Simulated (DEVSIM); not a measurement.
**abrupt Si p-n junction**

Device: abrupt Si p-n junction, at 300 K.

```csv
layer (left to right),material,thickness (μm),Nd (cm⁻³),Na (cm⁻³),τn (s),τp (s)
1,Si,28.0,-,1e17,2e-5,2e-5
2,Si,4.50,2.6e15,-,2e-5,2e-5
```

Left contact: ohmic. Right contact: ohmic. Voltage is applied to the left contact. Recombination: SRH at mid-gap. Mobility is constant in doping.

The device is made up for the run: typed textbook-type constants, with dimensions and the other settings drawn at random. Values at 300 K.

| parameter | Si |
|---|---|
| gap (eV) | 1.124 |
| affinity (eV) | 4.05 |
| permittivity | 11.7 |
| Nc (cm⁻³) | 2.86e19 |
| Nv (cm⁻³) | 3.1e19 |
| μn (cm²/Vs) | 1417 |
| μp (cm²/Vs) | 470 |

Model (solved in DEVSIM): 1D drift-diffusion, Boltzmann statistics, complete ionisation; no tunnelling, impact ionisation, image-force lowering or self-heating.

```yaml
potential_step_across_the_device_at_zero_bias: 0.735 V
largest_field_in_the_device_at_zero_bias: 26000 V/cm
Dark forward voltage at 1 A/cm²: 0.579 V
Dark forward voltage at 100 A/cm²: 0.765 V
```

Dark reverse current:

| V (V) | J (A/cm²) |
|---|---|
| -0.10 | -5.7e-10 |
| -0.25 | -9.2e-10 |
| -0.50 | -1.4e-9 |
| -0.75 | -1.8e-9 |
| -1.00 | -2.1e-9 |
| -1.50 | -2.8e-9 |
| -2.00 | -3.3e-9 |
| -2.50 | -3.8e-9 |
| -3.25 | -4.4e-9 |
| -4.00 | -5.0e-9 |
| -5.00 | -5.7e-9 |

Small-signal capacitance in reverse bias (quasi-static):

```tsv
V (V)	C (nF/cm²)
-0.1	16.5
-0.25	15.1
-0.5	13.4
-0.75	12.1
-1	11.2
-1.5	9.82
-2	8.85
-2.5	8.13
-3.25	7.31
-4	6.70
-5	6.08
```
